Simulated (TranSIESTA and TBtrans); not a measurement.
Run with TranSIESTA and TBtrans (open boundaries, self-consistent; PseudoDojo norm-conserving potentials, scalar-relativistic): PAO.BasisSize DZP, PAO.EnergyShift 0.15 eV, XC.Authors PBE, Mesh.Cutoff 200 Ry, ElectronicTemperature 300 K, TS.Voltage 0.0 eV, TBT.Elecs.Eta 0.001 eV, no spin polarisation.

System: Ge chain with one bond stretched by 0.6 Å. Leads: straight Ge chain, spacing 2.4 Å. Geometry: as built, not relaxed.

Give the largest eigenchannel transmissions at the Fermi level (four at most) and the total.

0.79, 0.72, 0.72; total 2.24. The straight chain is held at its spacing; free chains may zigzag or dimerise. No spin-polarised start was tried, so a magnetic state, if there is one, is missed.
